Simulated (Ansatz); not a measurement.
Results of revPBE in Ansatz (plane waves, PAW) for cubic perovskite CsSnI3 (cubic high-temperature phase).

Numerical settings: plane-wave cutoff 520 eV, 6×6×6 k mesh, Fermi–Dirac smearing 0.01 eV, scalar-relativistic PAW data made under PBE.

Cell (relaxed at this level):

```cif
data_CsI3Sn
_chemical_formula_sum 'Cs1 Sn1 I3'
_space_group_name_H-M_alt 'Pm-3m'
_space_group_IT_number 221
_space_group_name_Hall '-P 4 2 3'
_cell_length_a 6.40050
_cell_length_b 6.40050
_cell_length_c 6.40050
_cell_angle_alpha 90.000
_cell_angle_beta 90.000
_cell_angle_gamma 90.000
loop_
_atom_site_label
_atom_site_type_symbol
_atom_site_symmetry_multiplicity
_atom_site_Wyckoff_symbol
_atom_site_fract_x
_atom_site_fract_y
_atom_site_fract_z
_atom_site_occupancy
Cs1 Cs 1 a 0.00000 0.00000 0.00000 1
Sn1 Sn 1 b 0.50000 0.50000 0.50000 1
I1 I 3 c 0.00000 0.50000 0.50000 1
```

Task: Estimate the bulk modulus, band gap, direct gap at Γ and pressure derivative B′ of the bulk modulus that the calculation returns.

Result: 
bulk modulus: 13.1 GPa
band gap: 0.72 eV
direct gap at Γ: 4.51 eV
pressure derivative B′ of the bulk modulus: 4.6

Note: the relaxation could not lower the start's symmetry, so the cell can be a saddle point above a distorted one.

Spin–orbit coupling is not included; with these elements it can move the gap by several tenths of an eV or more.

The computed numbers hold no vibrational or temperature effects.

Ansatz is a first-principles code.
